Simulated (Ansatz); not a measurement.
SnO2: response to strain

Consider SnO2 in the rutile structure (space group P4_2/mnm, No. 136; a = 4.828 Å, c = 3.238 Å). Axes: x, y, z lie along a, b, c of the conventional cell.

Strains are applied to the cell and any free atomic positions relax; under biaxial strain the out-of-plane vector relaxes too; under stress the whole cell relaxes.

Method: PBE (Ansatz, an electronic-structure program; PAW; 420 eV plane waves; no SOC).

Notes on the quantities. band gap: an upper bound: an edge found on the path is not a true extremum; the base alone.

```tsv
change	band gap	volume per atom
base	0.68 eV	12.58 Å³
biaxial strain −0.27 %, plane normal [001], relaxed out of plane	0.70 eV	12.53 Å³
biaxial strain +2.96 %, plane normal [001], relaxed out of plane	0.50 eV	13.10 Å³
uniaxial stress, 1 GPa compression along z	0.71 eV	12.57 Å³
```

Stability under load was not tested beyond the relaxation.
